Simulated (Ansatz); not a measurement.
Ansatz (an electronic-structure program) run on a (110) slab of HgPt3 (cut from a parent of space group no. 65; 8 atoms in the cell): self-consistent single point.

Method of the run: PBEsol, default PAW files made with PBE (plane waves; Ansatz).

```
CELL_PARAMETERS angstrom
      2.89696     0.00000     0.00000
      0.00000     4.91220     0.00000
      0.00000     0.00000    21.02841
ATOMIC_POSITIONS crystal
  Hg 0.00000 0.07683 0.44429
  Hg 0.00000 0.37705 0.66712
  Pt 0.00000 0.42672 0.33288
  Pt 0.50000 0.92672 0.33288
  Pt 0.50000 0.57683 0.44429
  Pt 0.00000 0.72694 0.55571
  Pt 0.50000 0.22694 0.55571
  Pt 0.50000 0.87705 0.66712
```

Reference input (self-consistent single point, DFT, PBEsol, plane waves, default PAW files made with PBE): basis.ecutwfc = 420 eV; kpoints.mp_grid.grid = 8 5 1; hamiltonian.xc = pbesol; hamiltonian.pseudopotentials = {kind: paw} (the program's default PAW files); scf.occupations.method = fermi_dirac; scf.occupations.width = 0.1 eV. This run's input differs from it in these lines:

Ansatz 0.2 input:
```diff
@@ -18,3 +18,3 @@
 kpoints:
-  mp_grid: { grid: [8, 5, 1] }
+  mp_grid: { grid: [11, 7, 1] }
 hamiltonian:
```

Output, abridged:

```
SCF iter   1: F=—  HF=-101636.275915 eV  |F-HF|=—  |Δ(HF+E_count)|=         —  Δρ=9.67e-3  dr2=2.74e0  ethr=1.77e-3  ⟨swp⟩=7.4  Hψ=8903  notcnv=0  defer=63
all-band conjugate gradients solve this SCF's bands
preconditioner: auto → LDOS
SCF iter   2: F=—  HF=-101636.223533 eV  |F-HF|=—  |Δ(HF+E_count)|=   5.24e-2  Δρ=3.34e-3  dr2=7.83e-2  ethr=1.77e-3  ⟨swp⟩=2.0  Hψ=2591  notcnv=0  defer=90
   [... lines left out ...]
SCF iter   6: F=—  HF=-101636.223185 eV  |F-HF|=—  |Δ(HF+E_count)|=   1.16e-4  Δρ=5.98e-5  dr2=1.70e-5  ethr=3.24e-8  ⟨swp⟩=2.2  Hψ=3857  notcnv=0  defer=88
SCF iter   7: F=—  HF=-101636.223187 eV  |F-HF|=—  |Δ(HF+E_count)|=   2.03e-6  Δρ=2.15e-5  dr2=3.20e-6  ethr=1.15e-8  ⟨swp⟩=2.0  Hψ=3110  notcnv=0  defer=91
SCF iter   8: F=—  HF=-101636.223187 eV  |F-HF|=—  |Δ(HF+E_count)|=   7.10e-8  Δρ=9.03e-6  dr2=4.82e-7  ethr=2.16e-9  ⟨swp⟩=2.3  Hψ=3193  notcnv=0  defer=91
SCF iter   9: F=-101636.223187 eV  HF=-101636.223187 eV  |F-HF|=4.16e-7  |Δ(HF+E_count)|=   3.22e-7  Δρ=3.87e-6  dr2=7.29e-8  ethr=6.76e-11  ⟨swp⟩=15.2  Hψ=10139  notcnv=0
SCF 1 converged in 9 iterations: F = -101636.223187 eV  dr2 = 7.29e-8
Free energy (F): -101636.223187 eV
Internal energy: -101635.965002 eV  (E = F + TS)
E sigma→0 (E₀):  -101636.094095 eV
Entropy (-TS):   -0.258185 eV (-32.273 meV/atom)
Fermi energy:    6.194186 eV
--- Forces (eV/Å), atoms counted from 1 ---
  atom   1  Hg     0.00000000     0.03223930    -0.15242868
  atom   2  Hg     0.00000000     0.06035734     0.67025448
  atom   3  Pt     0.00000000     0.14099144     0.69275127
  atom   4  Pt     0.00000000    -0.16947080     0.31543206
  atom   5  Pt     0.00000000    -0.02453553     0.05340664
  atom   6  Pt     0.00000000    -0.11954661    -0.12329937
  atom   7  Pt     0.00000000     0.07441784    -0.33496332
  atom   8  Pt     0.00000000     0.00551564    -1.12115531
--- Stress (GPa, compression-positive) ---
       -7.373983       0.000000       0.000000
        0.000000      -7.013979       0.144402
        0.000000       0.144402      -2.971241
  P = ⅓ Tr σ = -5.7864 GPa (-57.864 kbar)
  The stress holds the Pulay correction. Without it, at fixed plane waves, as pw.x and ABINIT print it: P = -5.8097 GPa
```

The run converged in 9 iterations. Against the reference run the free energy stays essentially unchanged (within 1 meV/atom) and the largest force goes from 1.137 to 1.121 eV/Å.

The starting cell comes from a database of computed structures (which also holds hypothetical and non-ambient phases and stackings), without a prior relaxation at this level. The slab is cut from that crystal, and its faces are unrelaxed. Its lattice was rescaled by up to half a per cent. Spin-orbit coupling is off. Spin polarisation is off. The two faces of this cut differ, and no dipole correction was used. Forces in this geometry exceed 1 eV/Å.

Cost on one core of a shared machine: roughly 60 s.
